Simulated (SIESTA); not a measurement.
A self-consistent single point of LaSiNi (I4_1md, 6 atoms in the cell) with SIESTA.

Method of the run: GGA PBEsol, numerical atomic orbitals TZP, PseudoDojo PBEsol standard norm-conserving potentials (rewritten from UPF to PSML) (SIESTA 5.4.2).

The change in words: lattice scaled by 0.98. Reference geometry:
```yaml
crystal:
  lattice:
    - [-2.08966, 2.08966, 6.97619]
    - [2.08966, -2.08966, 6.97619]
    - [2.08966, 2.08966, -6.97619]
  atoms:
    - { symbol: La, position: [0.75183, 0.75183, 0.00000] }
    - { symbol: La, position: [0.50183, 0.00183, 0.50000] }
    - { symbol: Si, position: [0.33181, 0.33181, 0.00000] }
    - { symbol: Si, position: [0.08181, 0.58181, 0.50000] }
    - { symbol: Ni, position: [0.91264, 0.41264, 0.50000] }
    - { symbol: Ni, position: [0.16264, 0.16264, 0.00000] }
```

Reference input (self-consistent single point, DFT, GGA PBEsol, numerical atomic orbitals TZP, PseudoDojo PBEsol standard norm-conserving potentials (rewritten from UPF to PSML)): XC.functional = GGA; XC.authors = PBEsol; potentials = PseudoDojo PBEsol standard; PAO.BasisSize = TZP; PAO.EnergyShift = 0.01 Ry; MeshCutoff = 400 Ry; kgrid.MonkhorstPack = 7 7 7; OccupationFunction = FD; ElectronicTemperature = 1160.45 K; MaxSCFIterations = 150; SCF.Mixer.Method = Broyden; SCF.Mixer.Weight = 0.25. This run's input differs from it in these lines:

```diff
@@ -11,7 +11,7 @@
 %endblock ChemicalSpeciesLabel
-LatticeConstant              7.576315 Ang
+LatticeConstant              7.424788 Ang
 %block LatticeVectors
-    -0.275814166    0.275814166    0.920789328
-     0.275814166   -0.275814166    0.920789328
-     0.275814166    0.275814166   -0.920789328
+    -0.275814205    0.275814205    0.920789388
+     0.275814205   -0.275814205    0.920789388
+     0.275814205    0.275814205   -0.920789388
 %endblock LatticeVectors
@@ -19,8 +19,8 @@
 %block AtomicCoordinatesAndAtomicSpecies
-    -0.000000000    0.000000000   10.489817855  1
-     0.000000000    2.089655000    0.025532855  1
-     0.000000000   -0.000000000    4.629539208  2
-     2.089655000   -0.000000000    1.141444208  2
-     0.000000000    2.089655000    5.757310083  3
-    -0.000000000    0.000000000    2.269215083  3
+    -0.000000000    0.000000000   10.280021198  1
+     0.000000000    2.047862000    0.025022198  1
+     0.000000000   -0.000000000    4.536948291  2
+     2.047862000   -0.000000000    1.118615291  2
+     0.000000000    2.047862000    5.642163716  3
+     0.000000000   -0.000000000    2.223830716  3
 %endblock AtomicCoordinatesAndAtomicSpecies
```

The program printed (abridged):

```
        iscf     Eharris(eV)        E_KS(eV)     FreeEng(eV)     dDmax    Ef(eV) dHmax(eV)
   scf:    1   -10846.016043   -11133.721819   -11134.050738  2.367796 -3.592440 56.118184
   scf:    2   -10929.034577   -11199.314885   -11199.430008  1.115537 -5.767244 43.475211
   scf:    3   -11280.286627   -11245.129854   -11245.255593  0.402397 -5.682193 22.012691
   scf:    4   -10653.167669   -11090.346274   -11090.695525  1.071531 -3.444863 63.424386
   scf:    5   -11165.138672   -11253.393604   -11253.521247  0.986153 -5.618398 16.695513
   [... 8 lines left out ...]
   scf:   14   -11264.837500   -11264.837314   -11264.984888  0.001306 -5.343385  0.008496
   scf:   15   -11264.837235   -11264.837276   -11264.984891  0.000123 -5.343686  0.002425
   scf:   16   -11264.837267   -11264.837272   -11264.984892  0.000063 -5.343992  0.001271
   scf:   17   -11264.837269   -11264.837270   -11264.984892  0.000034 -5.344150  0.000705
SCF Convergence by DM+H criterion
max |DM_out - DM_in|         :     0.0000343572
max |H_out - H_in|      (eV) :     0.0007051126
SCF cycle converged after 17 iterations

Using DM_out to compute the final energy and forces

siesta: E_KS(eV) =           -11264.8373

siesta: E_KS - E_eggbox =    -11264.8373

siesta: Atomic forces (eV/Ang):
     1   -0.000088    0.000027   -0.051263
     2    0.000027   -0.000088   -0.051262
     3   -0.000014   -0.000426    0.068655
     4   -0.000426   -0.000014    0.068650
     5    0.000148    0.000643   -0.022114
     6    0.000643    0.000148   -0.022114
   Tot    0.000290    0.000290   -0.009449
   Max    0.068655
   Res    0.029497    sqrt( Sum f_i^2 / 3N )
   Max    0.068655    constrained

   [... lines left out ...]
siesta: FreeEng =    -11264.984892
siesta: Cell volume =        114.684765 Ang**3
siesta:          28.74898205         30.03633871  kBar
   [... lines left out ...]

             -0.106  -0.119  -0.124  -0.124   0.030  -0.007   0.093   0.109

              0.098

mulliken: Qtot =       66.000

Mulliken Atomic Populations:
Atom #   charge [q] valence [e]  Species
     1     0.337317   10.662683  La
     2     0.337317   10.662683  La
     3    -0.725549    4.725549  Si
     4    -0.725549    4.725549  Si
     5     0.388232   17.611768  Ni
     6     0.388231   17.611769  Ni
 Total    -0.000000
```

The run converged in 17 iterations. Against the reference run the free energy falls by 2.3 meV/atom, the pressure goes from -3.38 to 2.87 GPa and the largest force goes from 0.056 to 0.069 eV/Å.

The starting cell comes from a database of computed structures (which also holds hypothetical and non-ambient phases and stackings), without a prior relaxation at this level. Its lattice was rescaled by a random factor within 2.5 % of one. For this run, on top of that: lattice scaled by 0.98. Spin polarisation is off. Values carry the incompleteness of an atom-centred basis.

Cost on one core of a shared machine: roughly 8 min.
